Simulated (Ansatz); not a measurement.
Bi₄Ge₃O₁₂ (I-43d, No. 220) was calculated with rVV10 in Ansatz (plane waves, PAW).

Input file:

Ansatz 0.2 input:
```yaml
crystal:
  lattice:
    - [-5.314832431, 5.314832431, 5.314832431]
    - [5.314832431, -5.314832431, 5.314832431]
    - [5.314832431, 5.314832431, -5.314832431]
  atoms:
    - { symbol: Ge, position: [0.25, 0.625, 0.375] }
    - { symbol: Ge, position: [0.375, 0.25, 0.625] }
    - { symbol: Ge, position: [0.75, 0.875, 0.125] }
    - { symbol: Ge, position: [0.125, 0.75, 0.875] }
    - { symbol: Ge, position: [0.625, 0.375, 0.25] }
    - { symbol: Ge, position: [0.875, 0.125, 0.75] }
    - { symbol: Bi, position: [0.1684536276, 0.1684536276, 0.1684536276] }
    - { symbol: Bi, position: [0.8315463724, 0.5, 0.0] }
    - { symbol: Bi, position: [0.5, 0.0, 0.3315463724] }
    - { symbol: Bi, position: [0.0, 0.8315463724, 0.5] }
    - { symbol: Bi, position: [0.3315463724, 0.5, 0.0] }
    - { symbol: Bi, position: [0.5, 0.0, 0.8315463724] }
    - { symbol: Bi, position: [0.0, 0.3315463724, 0.5] }
    - { symbol: Bi, position: [0.6684536276, 0.6684536276, 0.6684536276] }
    - { symbol: O, position: [0.4146996935, 0.3632193143, 0.1970437061] }
    - { symbol: O, position: [0.6367806857, 0.3338243918, 0.0514803792] }
    - { symbol: O, position: [0.6661756082, 0.2176559874, 0.3029562939] }
    - { symbol: O, position: [0.7823440126, 0.5853003065, 0.4485196208] }
    - { symbol: O, position: [0.0853003065, 0.2823440126, 0.9485196208] }
    - { symbol: O, position: [0.7176559874, 0.1661756082, 0.8029562939] }
    - { symbol: O, position: [0.8338243918, 0.1367806857, 0.5514803792] }
    - { symbol: O, position: [0.8632193143, 0.9146996935, 0.6970437061] }
    - { symbol: O, position: [0.1970437061, 0.4146996935, 0.3632193143] }
    - { symbol: O, position: [0.5853003065, 0.4485196208, 0.7823440126] }
    - { symbol: O, position: [0.5514803792, 0.8338243918, 0.1367806857] }
    - { symbol: O, position: [0.1661756082, 0.8029562939, 0.7176559874] }
    - { symbol: O, position: [0.3029562939, 0.6661756082, 0.2176559874] }
    - { symbol: O, position: [0.3338243918, 0.0514803792, 0.6367806857] }
    - { symbol: O, position: [0.9485196208, 0.0853003065, 0.2823440126] }
    - { symbol: O, position: [0.9146996935, 0.6970437061, 0.8632193143] }
    - { symbol: O, position: [0.3632193143, 0.1970437061, 0.4146996935] }
    - { symbol: O, position: [0.1367806857, 0.5514803792, 0.8338243918] }
    - { symbol: O, position: [0.4485196208, 0.7823440126, 0.5853003065] }
    - { symbol: O, position: [0.2176559874, 0.3029562939, 0.6661756082] }
    - { symbol: O, position: [0.6970437061, 0.8632193143, 0.9146996935] }
    - { symbol: O, position: [0.2823440126, 0.9485196208, 0.0853003065] }
    - { symbol: O, position: [0.0514803792, 0.6367806857, 0.3338243918] }
    - { symbol: O, position: [0.8029562939, 0.7176559874, 0.1661756082] }
basis:
  ecutwfc: 520
  ecutrho_ratio: 4
  xc_grid: 2
kpoints:
  mp_grid: { grid: [6, 6, 6] }
  band_path:
    path:
      - [0.0, 0.0, 0.0]
      - [0.1, -0.1, 0.1]
      - [0.2, -0.2, 0.2]
      - [0.3, -0.3, 0.3]
      - [0.4, -0.4, 0.4]
      - [0.5, -0.5, 0.5]
      - [0.333333, -0.333333, 0.5]
      - [0.166667, -0.166667, 0.5]
      - [0.0, 0.0, 0.5]
      - [0.0, 0.0, 0.333333]
      - [0.0, 0.0, 0.166667]
      - [0.0625, 0.0625, 0.0625]
      - [0.125, 0.125, 0.125]
      - [0.1875, 0.1875, 0.1875]
      - [0.25, 0.25, 0.25]
      - [0.3125, 0.0625, 0.3125]
      - [0.375, -0.125, 0.375]
      - [0.4375, -0.3125, 0.4375]
      - [0.125, 0.125, 0.375]
    npoints: 1
hamiltonian:
  xc: { exchange: rpw86, correlation: pbe }
  dispersion: rvv10
  pseudopotentials: { kind: paw }
scf:
  occupations: { method: fermi_dirac, width: 0.01 }
  convergence: { dr2_threshold: 0.0000000038 }
output:
  forces: true
  stress: true
  eigenvalues: true
  write_bands: true
```

Output (set-up and result lines):

```
Crystal: 38 atoms, lattice volume = 600.522 Å³
Basis set: ecut = 520 eV, 16187 PW (Γ), exchange–correlation on 144×144×144 points (8 copies of the dense FFT grid, shifted against one another)
Bands: 212, of which v1, the nominal top of the filled ones, is band 174 counted from 1 (173 counted from 0)
Symmetry: 24 space group operations
Space group: I-43d (ITA 220), of the structure as read, at distance tolerance 8.4e-5 Å
k-points: 16 of 216 (time reversal used)
Functional: x = rpw86, c = pbe(β = 0.06672455060314922) + rvv10(b = 6.3, C = 0.0093)
SCF iter   1: F=—  HF=-139467.300520 eV  |F-HF|=—  |Δ(HF+E_count)|=         —  Δρ=1.10e-2  dr2=4.24e-1
SCF iter   2: F=—  HF=-139467.176355 eV  |F-HF|=—  |Δ(HF+E_count)|=   1.24e-1  Δρ=3.08e-3  dr2=6.79e-2
  ...
SCF iter   8: F=—  HF=-139467.162362 eV  |F-HF|=—  |Δ(HF+E_count)|=   2.35e-7  Δρ=2.36e-6  dr2=3.97e-8
SCF iter   9: F=-139467.162362 eV  HF=-139467.162362 eV  |F-HF|=5.24e-10  |Δ(HF+E_count)|=   1.56e-8  Δρ=4.57e-7  dr2=1.34e-9
SCF 1 converged in 9 iterations: F = -139467.162362 eV  dr2 = 1.34e-9
SCF converged after 9 iterations
Free energy (F): -139467.162362 eV
  ...
  atom  14  Bi     0.00011018     0.00011018     0.00011018
  atom  15  O     -0.00018801     0.00033098     0.00030766
  atom  16  O      0.00033098     0.00018801    -0.00030766
  atom  17  O      0.00018801    -0.00033098     0.00030766
  atom  18  O     -0.00033098    -0.00018801    -0.00030766
  atom  19  O     -0.00018801    -0.00033098    -0.00030766
  atom  20  O     -0.00033098     0.00018801     0.00030766
  atom  21  O      0.00018801     0.00033098    -0.00030766
  atom  22  O      0.00033098    -0.00018801     0.00030766
  atom  23  O      0.00030766    -0.00018801     0.00033098
  atom  24  O     -0.00018801    -0.00030766    -0.00033098
  atom  25  O     -0.00030766     0.00018801     0.00033098
  atom  26  O      0.00018801     0.00030766    -0.00033098
  atom  27  O      0.00030766     0.00018801    -0.00033098
  atom  28  O      0.00018801    -0.00030766     0.00033098
  atom  29  O     -0.00030766    -0.00018801    -0.00033098
  atom  30  O     -0.00018801     0.00030766     0.00033098
  atom  31  O      0.00033098     0.00030766    -0.00018801
  atom  32  O      0.00033098    -0.00030766     0.00018801
  atom  33  O     -0.00030766    -0.00033098    -0.00018801
  atom  34  O     -0.00033098     0.00030766     0.00018801
  atom  35  O      0.00030766     0.00033098    -0.00018801
  atom  36  O     -0.00033098    -0.00030766    -0.00018801
  atom  37  O     -0.00030766     0.00033098     0.00018801
  atom  38  O      0.00030766    -0.00033098     0.00018801
--- Stress (GPa, compression-positive) ---
       -0.003237       0.000000      -0.000000
       -0.000000      -0.003237       0.000000
        0.000000       0.000000      -0.003237
  P = ⅓ Tr σ = -0.0032 GPa (-0.032 kbar)
```

The PAW data were made under PBE.

Ansatz is a first-principles code.
